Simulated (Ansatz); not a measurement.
Take VSb in the zinc blende structure (space group F-43m, No. 216; a = 6.208 Å; ferromagnetic; a hypothetical phase, not in the database extracts checked) as the base.

The values are results of r2SCAN (Ansatz, a program for electronic structure), no spin-orbit coupling, not measurements.

One change was made to it. Results:

```
quantity                 base     after
-------------------  --------  --------
largest site moment   2.12 μB   1.84 μB
volume per atom      29.91 Å³  21.85 Å³
```

**Question.** Which of these changes matches the shifts?
A) pressure 1.8 GPa
B) pressure 9 GPa
C) pressure −1 GPa
D) pressure 60 GPa
E) pressure 30 GPa

**Answer.** E, pressure 30 GPa. For comparison, the volume per atom in the other runs: pressure 9 GPa gives 26.02 Å³; pressure 1.8 GPa gives 28.87 Å³; pressure −1 GPa gives 30.58 Å³; pressure 60 GPa gives 18.81 Å³.

Other magnetic orders, which the real material may have, were not ruled out. Load acts through the strain it causes; cell and atoms are relaxed under it. No phonon test of stability was made. Competing high-pressure phases were not computed.
